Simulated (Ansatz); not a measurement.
Consider PbSe in the rock salt structure (space group Fm-3m, No. 225; a = 6.1016 Å). Axes: x, y, z lie along the cube axes.

Level of theory: Ansatz (a quantum-chemistry and plane-wave program), PBEsol, PAW, cutoff 420 eV, no spin-orbit coupling.

The change: the cell is scaled by 0.9900 in all directions, atoms relaxed at fixed cell.

Problem. Predict the stress tensor and what it implies for the stiffness.

Solution. Stress of the strained cell less that of the base (GPa, compression positive):
```
   1.72    0.00    0.00
   0.00    1.72    0.00
   0.00    0.00    1.72
```

Then B = −ΔP/(ΔV/V₀) with ΔV/V₀ = -0.0297 gives secant stiffness values (nonlinear terms included at this strain): B ≈ 58 GPa.

As a check, the harmonic strain energy −½ V₀ Δσ:ε is 4.6 meV/atom; the computed energy rise is 4.4 meV/atom.

Whether these cells are dynamically stable was not tested.
